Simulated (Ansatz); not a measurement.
Start from AgI (space group P6_3mc, No. 186; a = 4.435 Å, c = 14.611 Å; layered, stacked along the Cartesian z axis).

Calculations: Kohn–Sham DFT with the PBE-D3(BJ) functional, run in Ansatz (an electronic-structure program) with PAW and 420 eV plane waves, scalar-relativistic without spin-orbit coupling.

Base values:

| Item | Value |
|---|---|
| Gap between the host's bands | 1.45 eV |

Perturbation: hole doping at 5.0×10^21 cm⁻³ (1.24 per cell), with a uniform compensating background at fixed cell and a 300 K Fermi–Dirac width.

Question: How does this affect the largest internal atomic displacement?

Answer: The largest internal atomic displacement is 0.048 Å.

Question: What happens to the gap between the host's bands?

Answer: The gap between the host's bands rises by 0.21 eV, from 1.45 eV to 1.66 eV.

Charged cell with a jellium background: band edges are those of the host's band count, energies are not comparable with the neutral cell, and many-body gap narrowing is missing. With I present, leaving out spin-orbit coupling can change the band edges. No phonon test of stability was made.
